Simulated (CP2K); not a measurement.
Worked example: self-consistent single point of As (R-3m, 2 atoms in the cell) in CP2K.

Method of the run: optB88-vdW, GPW, DZVP-MOLOPT-SR-GTH basis, GTH-PBE potentials (GTH_POTENTIALS) in CP2K.

```
As
1.0
    4.35857     0.00000     0.00000
    2.69070     3.42889     0.00000
    2.69070     1.30880     3.16928
As
2
Direct
  0.22443   0.22443   0.22443
  0.77557   0.77557   0.77557
```

Reference input (self-consistent single point, DFT PBE, GPW, DZVP-MOLOPT-SR-GTH basis, GTH-PBE potentials (GTH_POTENTIALS)): CUTOFF = 400 Ry; REL_CUTOFF = 60 Ry; SMEAR/METHOD = METHFESSEL_PAXTON; SIGMA = 0.2 eV; KPOINTS/SCHEME = MONKHORST-PACK 7 7 7; XC_FUNCTIONAL = PBE; As/BASIS_SET = DZVP-MOLOPT-SR-GTH-q5; As/POTENTIAL = GTH-PBE-q5; METHOD = GPW; EPS_DEFAULT = 1e-10; NGRIDS = 4; SCF_GUESS = ATOMIC. This run's input differs from it in these lines:

```diff
@@ -42,4 +42,16 @@
     &XC
-      &XC_FUNCTIONAL PBE
+      &XC_FUNCTIONAL
+        &GGA_X_OPTB88_VDW
+        &END GGA_X_OPTB88_VDW
+        &PW92
+        &END PW92
       &END XC_FUNCTIONAL
+      &VDW_POTENTIAL
+        DISPERSION_FUNCTIONAL NON_LOCAL
+        &NON_LOCAL
+          TYPE DRSLL
+          KERNEL_FILE_NAME vdW_kernel_table.dat
+          CUTOFF 100
+        &END NON_LOCAL
+      &END VDW_POTENTIAL
     &END XC
```

The program printed (abridged):

```
 SCF WAVEFUNCTION OPTIMIZATION

  Step     Update method      Time    Convergence         Total energy    Change
     1 NoMix/Diag. 0.30E+00      -     0.40230126       -12.7164017404 -1.27E+01
     2 Broy./Diag. 0.30E+00      -     0.00344826       -12.6540258443  6.24E-02
     3 Broy./Diag. 0.30E+00      -     0.00917453       -12.6739439574 -1.99E-02
     4 Broy./Diag. 0.30E+00      -     0.00098515       -12.6905993780 -1.67E-02
     5 Broy./Diag. 0.30E+00      -     0.00053441       -12.6878750867  2.72E-03
     6 Broy./Diag. 0.30E+00      -     0.00011243       -12.6864657817  1.41E-03
     7 Broy./Diag. 0.30E+00      -     0.00000506       -12.6860361001  4.30E-04
     8 Broy./Diag. 0.30E+00      -     0.00000540       -12.6860611313 -2.50E-05
     9 Broy./Diag. 0.30E+00      -     0.00000015       -12.6860707986 -9.67E-06
  *** SCF run converged in     9 steps ***

  Overlap energy of the core charge distribution:               0.00000000075646
  Self energy of the core charge distribution:                -27.12449920902674
  Core Hamiltonian energy:                                      6.04674897945098
  Hartree energy:                                              11.58933648807898
  Exchange-correlation energy:                                 -3.22728927725794
  Dispersion energy:                                            0.02961231893247
  Smearing free energy correction:                              0.00001990051131
  Fermi energy:                                                 0.18582640167050

  Total energy:                                               -12.68607079856425

   [... lines left out ...]

 STRESS| Analytical stress tensor [bar]
 STRESS|                        x                   y                   z
 STRESS|      x        1.72665320643E+03  -6.81847960519E+02  -4.56100926430E+02
 STRESS|      y       -6.81847960519E+02   2.79679442245E+03  -2.21816637805E+02
 STRESS|      z       -4.56100926430E+02  -2.21816637805E+02   2.98012036171E+03
 STRESS| 1/3 Trace                                             2.50118933019E+03
```

The run converged in 9 iterations. Against the reference run the pressure goes from -0.96 to 0.25 GPa and the largest force goes from 0.043 to 0.145 eV/Å.

The starting cell comes from a database of computed structures (which also holds hypothetical and non-ambient phases and stackings), without a prior relaxation at this level. Its lattice was rescaled by a random factor within 2.5 % of one. Values carry the incompleteness of an atom-centred basis. The potentials were made for another functional than the one used.
